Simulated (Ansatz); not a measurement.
System: Ba₂BeN₂ (model structure, started from the Ca2ZnN2 type, I4/mmm, No. 139, 5 atoms in the cell). Method: G0W0@PBEsol+SOC (plane waves, hard PAW, contour deformation, complete-basis limit, spin–orbit shift from PBEsol; Ansatz, a program for electronic structure).

Settings: largest k mesh 6×6×6 (not extrapolated in the mesh).

Cell (relaxed with PBEsol):

```
CELL_PARAMETERS angstrom
     -2.02514     2.02514     6.03286
      2.02514    -2.02514     6.03286
      2.02514     2.02514    -6.03286
ATOMIC_POSITIONS crystal
  Ba 0.65028 0.65028 0.00000
  Ba 0.34972 0.34972 0.00000
  Be 0.00000 0.00000 0.00000
  N  0.87182 0.87182 0.00000
  N  0.12818 0.12818 0.00000
```

Question: Predict the band gap.

Answer: 
* **band gap**: 1.70 eV

Note: spin–orbit coupling enters as the shift of the gap found with a semilocal functional; the relaxation could raise the start's symmetry but not lower it, so the cell can be a saddle point.

It cost roughly 5 core-hours of CPU time.

A model structure was made by putting elements into a prototype or built by hand; it is no filed structure, need not be a known phase, and can be a saddle point held by its symmetry.
